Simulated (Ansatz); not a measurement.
Start from SnS2 in the 2H-MoS2 type structure (space group P6_3/mmc, No. 194; a = 3.589 Å, c = 11.889 Å; a hypothetical phase, not in the database extracts checked; layered, stacked along the Cartesian z axis).

The values are results of PBE-D3(BJ) in Ansatz (plane waves to 420 eV, PAW, without spin-orbit coupling), earlier PAW set, not measurements.

One change was made to it. Results:

```csv
quantity,base,after
c/a ratio,3.313,3.081
lattice parameter a,3.589 Å,3.494 Å
```

Q: Which of these changes matches the shifts?
A. pressure 22.5 GPa
B. pressure 4.5 GPa
C. pressure 0.9 GPa
D. pressure 9 GPa

A: D, pressure 9 GPa. For comparison, the lattice parameter a in the other runs: pressure 22.5 GPa gives 3.372 Å; pressure 4.5 GPa gives 3.543 Å; pressure 0.9 GPa gives 3.582 Å.

Load acts through the strain it causes; cell and atoms are relaxed under it. Stability against distortions was not tested. No other phases were tried under pressure. The final runs are not spin-polarised.

Ansatz is an electronic-structure program.
